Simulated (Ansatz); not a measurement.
The starting structures come from a database of crystals and need not be the phases stable at ambient conditions.

Inside the gap of an insulator the Bloch states are evanescent, with a wavenumber k + iκ along the transport direction.

Here is the system:

```yaml
crystal:
  lattice:
    - [5.47544, 0.00000, 0.00000]
    - [-2.73772, 4.74187, 0.00000]
    - [0.00000, 0.00000, 4.18847]
  atoms:
    - { symbol: Sr, position: [0.66667, 0.33333, 0.26353] }
    - { symbol: Sr, position: [0.33333, 0.66667, 0.73647] }
    - { symbol: Mg, position: [0.00000, 0.00000, 0.00000] }
    - { symbol: H, position: [0.35308, 0.17654, 0.76525] }
    - { symbol: H, position: [0.64692, 0.82346, 0.23475] }
    - { symbol: H, position: [0.82346, 0.17654, 0.76525] }
    - { symbol: H, position: [0.17654, 0.82346, 0.23475] }
    - { symbol: H, position: [0.82346, 0.64692, 0.76525] }
    - { symbol: H, position: [0.17654, 0.35308, 0.23475] }
```

Space group of this cell: P-3m1. The cell is taken as given.

Transport runs along the normal of the first two printed cell vectors, the (001) plane of the conventional cell.

The gap is the functional's own, uncorrected, and κ follows it; spin-orbit coupling is left out. Mid-gap values are interpolated between the computed energies.

### Question
Predict the band gap and the smallest decay constant κ at mid-gap from Ansatz (an electronic-structure program) with r2SCAN.

### Answer
Gap 3.33 eV on a 6×6×8 mesh; κ = 0.227 1/Å, at (0.333, 0.333) of the in-plane reciprocal vectors. At the zone centre, at the nearest computed energy, the slowest state has κ = 0.43 1/Å.
